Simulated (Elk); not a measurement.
**Input and output of a self-consistent single point for La3SnC (Pm-3m, 5 atoms in the cell) (Elk)**

Computed with PBEsol, all-electron FP-LAPW, Elk's shipped species files, APW+lo basis with extra local orbitals (Elk).

This input was run:

```
tasks
  0

xctype
  22

tforce
  .true.

rgkmax
  8.0

gmaxvr
  18.0

lmaxapw
  10

lmaxo
  8

nxlo
  2

lorbcnd
  .true.

lradstp
  2

nrmtscf
  2.0

rmtscf
  0.98

lmaxi
  4

stype
  0

swidth
  0.00999582

scale
  1.889726125

avec
    5.1080640000    0.0000000000    0.0000000000
    0.0000000000    5.1080640000    0.0000000000
    0.0000000000    0.0000000000    5.1080640000

sppath
  './'

atoms
  3   : nspecies
  'La.in'   : spfname
  3   : natoms; atposl, bfcmt below
  0.5000000000  0.0000000000  0.0000000000    0.0 0.0 0.0
  0.0000000000  0.5000000000  0.0000000000    0.0 0.0 0.0
  0.0000000000  0.0000000000  0.5000000000    0.0 0.0 0.0
  'Sn.in'   : spfname
  1   : natoms; atposl, bfcmt below
  0.5000000000  0.5000000000  0.5000000000    0.0 0.0 0.0
  'C.in'   : spfname
  1   : natoms; atposl, bfcmt below
  0.0000000000  0.0000000000  0.0000000000    0.0 0.0 0.0

ngridk
  7 7 7
```

The program printed (abridged):

```
│ Elk code version 10.2.4 │

All units are atomic (Hartree, Bohr, etc.)

│ Ground-state run starting from atomic densities │

Lattice vectors :
   9.652841989       0.000000000       0.000000000
   0.000000000       9.652841989       0.000000000
   0.000000000       0.000000000       9.652841989

Unit cell volume      :    899.4263182
Brillouin zone volume :   0.2757871417

Muffin-tin inner radius fraction :   0.1000000000E-01

Nuclei treated as point charges

Species :    1 (La)
 parameters loaded from : La.in
 name : lanthanum
 nuclear charge    :   -57.00000000
 electronic charge :    57.00000000
 atomic mass :    253209.2364
 muffin-tin radius :    2.744000000
 number of radial points in muffin-tin :   1399
 atomic positions (lattice), magnetic fields (Cartesian) :
   1 :   0.00000000  0.50000000  0.50000000    0.00000000  0.00000000  0.00000000
   2 :   0.50000000  0.00000000  0.50000000    0.00000000  0.00000000  0.00000000
   3 :   0.50000000  0.50000000  0.00000000    0.00000000  0.00000000  0.00000000

Species :    2 (Sn)
 parameters loaded from : Sn.in
 name : tin
 nuclear charge    :   -50.00000000
 electronic charge :    50.00000000
 atomic mass :    216395.0920
 muffin-tin radius :    2.548000000
 number of radial points in muffin-tin :   1199
 atomic positions (lattice), magnetic fields (Cartesian) :
   1 :   0.00000000  0.00000000  0.00000000    0.00000000  0.00000000  0.00000000

Species :    3 (C)
 parameters loaded from : C.in
 name : carbon
 nuclear charge    :   -6.000000000
 electronic charge :    6.000000000
 atomic mass :    21894.16672
 muffin-tin radius :    1.764000000
 number of radial points in muffin-tin :    599
 atomic positions (lattice), magnetic fields (Cartesian) :
   1 :   0.50000000  0.50000000  0.50000000    0.00000000  0.00000000  0.00000000

Total number of atoms per unit cell :    5

Spin treatment :
 spin-unpolarised

Number of Bravais lattice symmetries :   48
   [... lines left out ...]
Maximum |G| for potential and density :    18.00000000
 potential will be trimmed for |G| > 2 gkmax
Constant for pseudocharge density :   12
Radial integration step length :    2

G-vector grid sizes :     56    56    56
Number of G-vectors :    88423

Maximum angular momentum used for
 APW functions                      :   10
 outer part of muffin-tin           :    8
 inner part of muffin-tin           :    4

Total nuclear charge    :   -227.0000000
Total core charge       :    170.0000000
Total valence charge    :    57.00000000
Total excess charge     :    0.000000000
Total electronic charge :    227.0000000

Effective Wigner radius, rₛ :   0.9816357691

Number of empty states         :   20
Total number of valence states :   49
Total number of core states    :  170

Conduction state local-orbitals added automatically
Total number of local-orbitals :  542

Exchange-correlation functional :     22     0     0
 PBEsol, Phys. Rev. Lett. 100, 136406 (2008)
 gradient requirement :    1
 generalised gradient approximation (GGA)

Smearing type :    0
 Gaussian
Smearing width :   0.9995820000E-02
Effective electronic temperature (K) :    3156.430308

Mixing type :    3
 Broyden mixing, J. Phys. A: Math. Gen. 17, L317 (1984)

Kohn-Sham potential initialised from atomic data
│ Self-consistent loop started │
│ Loop number : 1 │
 total energy                :     -31721.4520703
│ Loop number : 2 │
 total energy                :     -31721.5026947
RMS change in Kohn-Sham potential (target) :   0.8513195344     (  0.1000000000E-05)
Absolute change in total energy (target)   :   0.5062444552E-01 (  0.1000000000E-03)
│ Loop number : 3 │
 total energy                :     -31721.4923591
RMS change in Kohn-Sham potential (target) :   0.8509362266     (  0.1000000000E-05)
Absolute change in total energy (target)   :   0.2320531319E-02 (  0.1000000000E-03)
│ Loop number : 4 │
 total energy                :     -31716.2572526
RMS change in Kohn-Sham potential (target) :   0.6520204072     (  0.1000000000E-05)
Absolute change in total energy (target)   :    5.234526385     (  0.1000000000E-03)
│ Loop number : 5 │
 total energy                :     -31707.8200286
RMS change in Kohn-Sham potential (target) :   0.3045750490     (  0.1000000000E-05)
Absolute change in total energy (target)   :    9.745855593     (  0.1000000000E-03)
   [... lines left out ...]
Absolute change in total energy (target)   :   0.3113408548E-02 (  0.1000000000E-03)
│ Loop number : 15 │
 total energy                :     -31697.6174249
RMS change in Kohn-Sham potential (target) :   0.2066565751E-04 (  0.1000000000E-05)
Absolute change in total energy (target)   :   0.7290041103E-03 (  0.1000000000E-03)
│ Loop number : 16 │
 total energy                :     -31697.6169371
RMS change in Kohn-Sham potential (target) :   0.4019920195E-05 (  0.1000000000E-05)
Absolute change in total energy (target)   :   0.6700299855E-03 (  0.1000000000E-03)
│ Loop number : 17 │
 total energy                :     -31697.6167753
RMS change in Kohn-Sham potential (target) :   0.7711982528E-06 (  0.1000000000E-05)
Absolute change in total energy (target)   :   0.3293498157E-03 (  0.1000000000E-03)
│ Loop number : 18 │
 total energy                :     -31697.6167801
RMS change in Kohn-Sham potential (target) :   0.6159991941E-06 (  0.1000000000E-05)
Absolute change in total energy (target)   :   0.7758373977E-04 (  0.1000000000E-03)
Convergence targets achieved

│ Loop number : 19 │

Energies :
 Fermi                       :     0.342457846938
 sum of eigenvalues          :     -19453.2206442
 electron kinetic            :      33807.9426821
 core electron kinetic       :      33400.1319492
 Coulomb                     :     -64735.0363990
 Coulomb potential           :     -52247.8342036
 nuclear-nuclear             :     -2484.73031842
 electron-nuclear            :     -72252.7779575
 Hartree                     :      10002.4718770
 Madelung                    :     -38611.1192972
 xc potential                :     -1013.32912270
 exchange                    :     -756.630604287
 correlation                 :     -13.8924260576
 total energy                :     -31697.6167473

Density of states at Fermi energy :    76.35394808
 (states/Hartree/unit cell)

Estimated indirect band gap :   0.9453943924E-03
 from k-point      7 to k-point      1
Estimated direct band gap   :   0.4722987940E-02
 at k-point      2

Charges :
 core                        :    170.0000000
 valence                     :    57.00000000
 interstitial                :    10.15740479
 muffin-tins (core leakage)
  species :    1 (La)
   atom    1                 :    54.58368252     (  0.3089461382E-03)
   atom    2                 :    54.58368252     (  0.3089461382E-03)
   atom    3                 :    54.58368252     (  0.3089461382E-03)
  species :    2 (Sn)
   atom    1                 :    48.04753472     (  0.9137582984E-04)
  species :    3 (C)
   atom    1                 :    5.044012917     (  0.5302526647E-05)
 total in muffin-tins        :    216.8425952
 total calculated charge     :    226.9987235
 total charge                :    227.0000000
 error                       :   0.1276479120E-02

│ Self-consistent loop stopped │

Forces :
 species :    1 (La)
  atom :    1
   Hellmann-Feynman          :     0.00000000   -0.00000000    0.00000000
   IBS                       :    -0.00000000    0.00000000    0.00000000
   total force               :    -0.00000000   -0.00000000    0.00000000
   total magnitude           :     0.00000000
  atom :    2
   Hellmann-Feynman          :    -0.00000000    0.00000000    0.00000000
   IBS                       :     0.00000000    0.00000000    0.00000000
   total force               :    -0.00000000    0.00000000    0.00000000
   total magnitude           :     0.00000000
  atom :    3
   Hellmann-Feynman          :     0.00000000    0.00000000    0.00000000
   IBS                       :    -0.00000000    0.00000000    0.00000000
   total force               :     0.00000000    0.00000000    0.00000000
   total magnitude           :     0.00000000
 species :    2 (Sn)
  atom :    1
   Hellmann-Feynman          :    -0.00000000    0.00000000    0.00000000
   IBS                       :     0.00000000   -0.00000000    0.00000000
   total force               :     0.00000000    0.00000000    0.00000000
   total magnitude           :     0.00000000
 species :    3 (C)
  atom :    1
   Hellmann-Feynman          :     0.00000000    0.00000000    0.00000000
   IBS                       :    -0.00000000    0.00000000    0.00000000
   total force               :     0.00000000    0.00000000    0.00000000
   total magnitude           :     0.00000000
```

The run converged in 19 iterations. The count includes the last loop, which Elk runs after its targets are met.

The starting cell comes from a database of computed structures (which also holds hypothetical and non-ambient phases and stackings), without a prior relaxation at this level. Its lattice was rescaled by a random factor within 2.5 % of one. Values depend on the basis (sphere radii, cutoffs, local orbitals), which need not be converged. The log's line on a gap gives a spacing of levels on this mesh, which the program prints for metals too.

Cost on one core of a shared machine: roughly 3 min.
